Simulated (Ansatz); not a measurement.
Ansatz (a quantum-chemistry and plane-wave program), DFT, PBE, plane waves, its default PAW files: Pt(111) slab of 4 layers, 1x1, atoms displaced, unrelaxed, 4 atoms. Basis and mesh were picked for this test and aren't claimed converged.

| Item | Value |
|---|---|
| cell | 2.77, 2.77, 26.80 Å; 90, 90, 60° |
| distance to the nearest atom | 2.71 to 2.77 Å |
| task | single point |
| k mesh | 10×10×1 |
| hamiltonian.xc | pbe |
| kind of files | paw |
| scf.occupations.method | fermi_dirac |
| scf.occupations.width | 0.05 eV |
| scf.initial_density.chi_scale | 0.1 |
| output.forces | true |
| binding of workers (--pin) | off |
| k-point pools (--kpoint-pools) | 1 |
| memory maximum (--max-ram) | 8GiB |
| accuracy | medium (default) |
| basis.precision | auto (default) |
| basis.xc_grid | 2 (default) |
| scf.eigensolver.kind | auto (default) |
| scf.convergence.dr2_threshold | 1e-07 (default) |
| scf.lower_state_search | light (default) |
| k-points after symmetry | 52 |
| bands at the start | 44 |
| electrons | 72 |
| plane waves at Γ | 3497 |
| cutoff (eV) | 420 |
| FFT grid | 20×20×180 |
| symmetry operations | 1 |

Settings of this run: scf.mixing.algorithm = broyden, scf.mixing.preconditioner = kerker, scf.algorithm = auto; 4 threads.

```
iteration  dr2 (eV)     Hψ
---------  --------  -----
1            5.39e0  10304
2           8.93e-1   4022
3           6.80e-1   3406
4           5.41e-2   2865
5           1.03e-2   3461
6           7.95e-4   2295
7           2.40e-4   4654
8           1.80e-4   3839
9           8.40e-5   2272
10          1.54e-5   2349
11          2.22e-5   3533
12          1.46e-5   2465
13          1.28e-5   2312
14          7.88e-6   2754
15          5.26e-6   2365
16          5.47e-6   2641
17          3.50e-6   2341
18          1.33e-6   3003
19          1.00e-6   3317
20          5.39e-7   2549
21          4.95e-7   2290
22          3.76e-7   2408
23          4.02e-7   3091
24          3.46e-7   2498
25          2.60e-7   2513
26          1.56e-7   2660
27          1.34e-7   7017
28          9.49e-8   7881
```

It converged after 28 SCF iterations.

Which change of one setting makes this cycle converge in far fewer steps?

This is not unique; one that fits is scf.mixing.preconditioner = auto (default) (11 SCF iterations), all else kept. The other changes of this size gave: scf.mixing.preconditioner = none (17); scf.mixing.q_tf = 0.5 1/Å (20); scf.mixing.q_tf = 1.5 1/Å (22); scf.mixing.algorithm = auto (default) (28). In that run the program took: scf.mixing.preconditioner LDOS, scf.eigensolver.kind band_cg, --slots 4. The change moves the result by: energy under 0.001 meV/atom, forces (largest component) 0.024 meV/Å. Counts are of single runs.

Keys are those of Ansatz 0.2.
